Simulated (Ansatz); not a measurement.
Here is the system:

```
SnF2
1.0
    5.47054     0.00000     0.00000
    0.00000     5.47054     0.00000
    0.00000     0.00000     3.79818
Sn F
2 4
Direct
  0.50000   0.50000   0.50000
  0.00000   0.00000   0.00000
  0.80608   0.80608   0.50000
  0.30608   0.69392   0.00000
  0.69392   0.30608   0.00000
  0.19392   0.19392   0.50000
```

No spin polarisation.

Computed with PBEsol (Ansatz, a first-principles code), no spin-orbit coupling. k-mesh 6×6×9 (Γ-centred); smearing 0.05 eV (Fermi–Dirac).

Task: What band gap does the calculation give?

Result: 2.50 eV.

Task: Estimate the smallest direct gap.

Result: 2.63 eV.

Task: Predict the gap character.

Result: Indirect, Γ–Z (50 % along) → M.

Stability against distortions was not tested. The cell was made from SnO2 by this change: O → F; the result is a hypothetical phase, not in the database extracts checked.
